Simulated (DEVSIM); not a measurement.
Device: abrupt Si p-n junction, at 400 K.

Layer 1 from the left is Si, thickness (μm) 74.0, Na (cm⁻³) 4.4e15, τn (s) 1.8e-5, τp (s) 1.8e-5. Layer 2 from the left is Si, thickness (μm) 2.20, Nd (cm⁻³) 7.8e15, τn (s) 1.8e-5, τp (s) 1.8e-5.

Left contact: ohmic. Right contact: ohmic. Voltage is applied to the left contact. Recombination: SRH at mid-gap, Auger. Mobility is constant in doping.

This is a model device: material constants are rounded textbook-type values typed into the input, and sizes, dopings and lifetimes were drawn at random. Values at 300 K; Nc and Nv go as T^1.5, mobilities as T to minus their exponent, the gap by Varshni's rule with the affinity fixed.

Si: gap (eV) 1.124, affinity (eV) 4.05, permittivity 11.7, Nc (cm⁻³) 2.86e19, Nv (cm⁻³) 3.1e19, μn (cm²/Vs) 1417, μp (cm²/Vs) 470, T exponent of μn 2.3, T exponent of μp 2.2, Cn (cm⁶/s) 2.8e-31, Cp (cm⁶/s) 9.9e-32, Varshni α (eV/K) 0.000473, Varshni β (K) 636.

### Question
Estimate by hand the built-in potential, the peak field at zero bias, the capacitance at -0.6 V, and compare with a numerical solution.

### Answer

- Built-in potential: ni = √(Nc Nv) exp(−Eg/2kT) = 5.68e12 cm⁻³ with Eg = 1.096 eV; Vbi = kT/q ln(Na Nd/ni²) = 0.478 V; numerical 0.478 V.
- Peak field at zero bias: depletion approximation: W = √(2εVbi/(qN)) = 0.469 μm with N = 2.81e15 cm⁻³; field = 2Vbi/W = 20400 V/cm; numerical 18900 V/cm (estimate above by 8.0 %).
- Capacitance at -0.6 V: C = √(qεN / 2(Vbi + |V|)) = 14.7 nF/cm²; numerical 15.2 nF/cm² (estimate below by 3.2 %).

DEVSIM, 1D drift-diffusion, Boltzmann statistics, complete ionisation; no tunnelling, impact ionisation, image-force lowering or self-heating.
